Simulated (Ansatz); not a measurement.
Where the default PAW files enter, the runs use the earlier of Ansatz's two default sets.

Input:

```xyz
6
Lattice="3.5580 0.0000 0.0000 0.0000 3.5580 0.0000 0.0000 0.0000 5.1719" Properties=species:S:1:pos:R:3 pbc="T T T"
Hf     1.7790     1.7790     2.5859
Hf     0.0000     0.0000     0.0000
O      0.0000     1.7790     3.6059
O      0.0000     1.7790     1.0199
O      1.7790     0.0000     4.1519
O      1.7790     0.0000     1.5660
```

Space group of this cell: P4_2/nmc. The cell is taken as given; by r2SCAN its mean pressure is 4.2 GPa.

The numbers are results of r2SCAN (plane waves, PAW; Ansatz, a first-principles code), not measurements.

The current runs along the normal of the first two printed vectors; no spin-orbit coupling. Scaled by the factor s: both lengths across the current (ions clamped). The meshes follow the cell: 10×10×6 and 10×10 across at s = 0.98, 8×8×6 and 8×8 across at s = 1.00, 8×8×6 and 8×8 across at s = 1.02.

```json
[
 {"s": "0.98", "mean pressure (GPa)": "16.9", "band gap (eV)": "?"},
 {"s": "1.00", "mean pressure (GPa)": "4.2", "band gap (eV)": "5.31"},
 {"s": "1.02", "mean pressure (GPa)": "-6.4", "band gap (eV)": "5.01"}
]
```

### Question
Take the slope of the band gap against ln s from the two given rows, extrapolate to s = 0.98, and say what the run there gives.

### Answer
Slope = (5.01 − 5.31) / ln 1.02 = -15.1 eV. The line gives 5.31 + (-15.1) × ln 0.98 = 5.62 eV. The run gives 5.41 eV, 0.21 eV under the line, 67 % of the predicted step.
